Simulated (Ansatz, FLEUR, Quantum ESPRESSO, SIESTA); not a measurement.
## La3GaBr3 (P1, 7 atoms in the cell) computed with different codes at matched settings

Self-consistent single point, at a second geometry (atoms moved at random). First geometry:

```
La3GaBr3
1.0
    6.13658     0.00000     0.00000
    0.00000     6.13658     0.00000
    0.00000     0.00000     6.13658
La Ga Br
3 1 3
Direct
  0.00000   0.50000   0.50000
  0.50000   0.00000   0.50000
  0.50000   0.50000   0.00000
  0.50000   0.50000   0.50000
  0.00000   0.00000   0.50000
  0.50000   0.00000   0.00000
  0.00000   0.50000   0.00000
```

Second geometry:
```yaml
crystal:
  lattice:
    - [6.13658, 0.00000, 0.00000]
    - [0.00000, 6.13658, 0.00000]
    - [0.00000, 0.00000, 6.13658]
  atoms:
    - { symbol: La, position: [0.99681, 0.50188, 0.50038] }
    - { symbol: La, position: [0.49252, 0.99989, 0.49012] }
    - { symbol: La, position: [0.49288, 0.50545, 0.01022] }
    - { symbol: Ga, position: [0.50433, 0.49246, 0.50472] }
    - { symbol: Br, position: [0.01067, 0.00468, 0.50107] }
    - { symbol: Br, position: [0.49900, 0.99839, 0.99300] }
    - { symbol: Br, position: [0.00379, 0.49723, 0.00049] }
```

Shared settings, as Ansatz (an electronic-structure program) writes them: kpoints.mp_grid.grid = 3 3 3; scf.occupations.method = gaussian; scf.occupations.width = 0.136 eV. Potentials and cutoffs stand in the table.

| code | model | ΔF from the first geometry (meV/atom) | pressure (GPa) | largest force (eV/Å) | cutoff |
|---|---|---|---|---|---|
| FLEUR | PBEsol, all-electron FLAPW (FLEUR), scalar-relativistic valence | – | – | 0.509 | Kmax 3.8 1/bohr |
| Ansatz | PBEsol, PAW files made with PBE | 9.3 | -1.95 | 0.489 | default |
| Quantum ESPRESSO | PBEsol, PseudoDojo standard norm-conserving (PBESOL) pseudopotentials | 9.2 | -1.99 | 0.487 | 110 Ry |
| SIESTA | GGA PBEsol, numerical atomic orbitals DZP, PseudoDojo PBEsol standard norm-conserving potentials (rewritten from UPF to PSML) | 9.9 | -1.76 | 0.542 | grid 400 Ry |

Size of the force on each atom (eV/Å): Sizes of forces hide their directions.

```
code                La1    La2    La3    Ga4    Br5    Br6    Br7
----------------  -----  -----  -----  -----  -----  -----  -----
FLEUR             0.210  0.509  0.475  0.305  0.485  0.155  0.270
Ansatz            0.208  0.489  0.462  0.300  0.466  0.149  0.260
Quantum ESPRESSO  0.208  0.487  0.460  0.300  0.464  0.148  0.258
SIESTA            0.222  0.542  0.486  0.333  0.529  0.171  0.290
```

A dash marks a value that a program does not give, or that is left out as unsure.

The spread over the programs that give each value: ΔF from the first geometry within 0.7 meV/atom; pressure within 0.23 GPa; largest force within 0.055 eV/Å.

SIESTA uses small atom-centred bases, whose incompleteness enters pressures, forces and empty levels differently from a plane-wave cutoff. FLEUR treats all electrons, but the usual bases taken here (sphere radii, linearisation, local orbitals, empty states) were not tested for convergence, so the values are no reference for the others. Ansatz's pressure is given at a fixed set of plane waves, as the other plane-wave codes print theirs.

The shared mesh is coarse (it stands for a supercell whose shortest vector is 18 Å), so the values are not converged in it.

The starting cell comes from a database of computed structures (which also holds hypothetical and non-ambient phases and stackings), without a prior relaxation at this level. For this run, on top of that: atoms moved at random.

Left out of this page: CP2K (unsound by tests on forces, stress, charge or solver warnings).

Keys are those of Ansatz 0.2.
